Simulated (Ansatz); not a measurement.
Take Ti$_{3}$Al (space group P6_3/mmc, No. 194; a = 5.7553 Å, c = 4.6546 Å) as the base. Axes: x lies along a and z along c of the hexagonal cell.

Method: plane-wave PAW DFT at the PBE level (Ansatz, a first-principles code, 420 eV), without spin-orbit coupling, earlier PAW set.

For the base:

| Quantity | Result |
|---|---|
| Shortest interatomic distance | 282.4 pm |

Modification: the cell is compressed by 1.49 % along z with no lateral relaxation, atoms relaxed at fixed cell.

Question: Predict the new energy relative to the base and shortest interatomic distance.

Answer: The energy grows by 2.7 meV/atom; the shortest interatomic distance shrinks by 1.1 pm, from 282.4 pm to 281.3 pm.

The cells carry an imposed strain or load. No phonon test of stability was made. The final runs are not spin-polarised.
